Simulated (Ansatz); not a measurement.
Worked example: self-consistent single point of KRb₂LuCl₆ (Fm-3m, 10 atoms in the cell) in Ansatz (a program for electronic structure).

Level of theory: PBEsol, default PAW files made with PBE (plane waves; Ansatz).

```xyz
10
Lattice="0.0000 5.5746 5.5746 5.5746 0.0000 5.5746 5.5746 5.5746 0.0000" Properties=species:S:1:pos:R:3 pbc="T T T"
K      5.5746     5.5746     5.5746
Rb     8.3620     8.3620     8.3620
Rb     2.7873     2.7873     2.7873
Lu     0.0000     0.0000     0.0000
Cl     2.5786     5.5746     5.5746
Cl     8.5707     5.5746     5.5746
Cl     5.5746     2.5786     5.5746
Cl     5.5746     8.5707     5.5746
Cl     5.5746     5.5746     2.5786
Cl     5.5746     5.5746     8.5707
```

Reference input (self-consistent single point, DFT, PBEsol, plane waves, default PAW files made with PBE): basis.ecutwfc = 30.9 Ry; kpoints.mp_grid.grid = 3 3 3; hamiltonian.xc = pbesol; hamiltonian.pseudopotentials = {kind: paw} (the program's default PAW files); scf.occupations.method = gaussian; scf.occupations.width = 0.0007 Ry. This run's input differs from it in these lines:

Ansatz 0.2 input:
```diff
@@ -18,3 +18,3 @@
 basis:
-  ecutwfc: 30.9 Ry
+  ecutwfc: 15.4 Ry
 kpoints:
```

Output, abridged:

```
SCF iter   1: F=—  HF=-28941.361449 eV  |F-HF|=—  |Δ(HF+E_count)|=         —  Δρ=1.44e-2  dr2=3.73e-1  ethr=1.77e-3  ⟨swp⟩=7.8  Hψ=891  notcnv=0
all-band conjugate gradients solve this SCF's bands
preconditioner: auto → Resta (q_TF=auto, 2.195 Å⁻¹)
SCF iter   2: F=—  HF=-28939.187083 eV  |F-HF|=—  |Δ(HF+E_count)|=    2.17e0  Δρ=8.77e-3  dr2=2.30e-1  ethr=3.97e-4  ⟨swp⟩=4.5  Hψ=630  notcnv=0  defer=22
   [... lines left out ...]
SCF iter   5: F=—  HF=-28939.063267 eV  |F-HF|=—  |Δ(HF+E_count)|=   2.83e-4  Δρ=1.21e-4  dr2=6.68e-5  ethr=1.14e-6  ⟨swp⟩=2.0  Hψ=412  notcnv=0  defer=22
SCF iter   6: F=—  HF=-28939.063356 eV  |F-HF|=—  |Δ(HF+E_count)|=   8.92e-5  Δρ=4.33e-5  dr2=9.53e-6  ethr=7.10e-8  ⟨swp⟩=2.0  Hψ=359  notcnv=0  defer=22
SCF iter   7: F=—  HF=-28939.063358 eV  |F-HF|=—  |Δ(HF+E_count)|=   2.02e-6  Δρ=5.95e-6  dr2=4.00e-7  ethr=1.01e-8  ⟨swp⟩=2.0  Hψ=381  notcnv=0  defer=22
SCF iter   8: F=-28939.063358 eV  HF=-28939.063358 eV  |F-HF|=5.66e-9  |Δ(HF+E_count)|=   1.17e-7  Δρ=1.70e-6  dr2=2.83e-8  ethr=1.06e-10  ⟨swp⟩=11.5  Hψ=1002  notcnv=0
SCF 1 converged in 8 iterations: F = -28939.063358 eV  dr2 = 2.83e-8
Free energy (F): -28939.063358 eV
Internal energy: -28939.063358 eV  (E = F + TS)
E sigma→0 (E₀):  -28939.063358 eV
Fermi energy:    3.487767 eV
--- Forces (eV/Å), atoms counted from 1 ---
  atom   1  K      0.00000000     0.00000000    -0.00000000
  atom   2  Rb     0.00000000    -0.00000000    -0.00000000
  atom   3  Rb     0.00000000    -0.00000000    -0.00000000
  atom   4  Lu    -0.00000000     0.00000000     0.00000000
  atom   5  Cl    -0.04375074    -0.00000000     0.00000000
  atom   6  Cl     0.04375074     0.00000000     0.00000000
  atom   7  Cl    -0.00000000    -0.04375074    -0.00000000
  atom   8  Cl    -0.00000000     0.04375074     0.00000000
  atom   9  Cl     0.00000000    -0.00000000    -0.04375074
  atom  10  Cl     0.00000000    -0.00000000     0.04375074
--- Stress (GPa, compression-positive) ---
       -0.988214      -0.000000       0.000000
       -0.000000      -0.988214       0.000000
        0.000000      -0.000000      -0.988214
  P = ⅓ Tr σ = -0.9882 GPa (-9.882 kbar)
  The stress holds the Pulay correction. Without it, at fixed plane waves, as pw.x and ABINIT print it: P = -20.6104 GPa
```

The run converged in 8 iterations. Against the reference run the free energy rises by 802 meV/atom, the pressure moves little (-1.02 to -0.99 GPa), the largest force goes from 0.080 to 0.044 eV/Å and the gap on the mesh goes from 4.661 to 4.640 eV.

The starting cell comes from a database of computed structures (which also holds hypothetical and non-ambient phases and stackings), without a prior relaxation at this level. Spin-orbit coupling is off. Ansatz's pressure includes its estimate of the finite-basis (Pulay) stress. Without the estimate this run gives -20.61 GPa. The cutoff lies below the one recommended for these files.
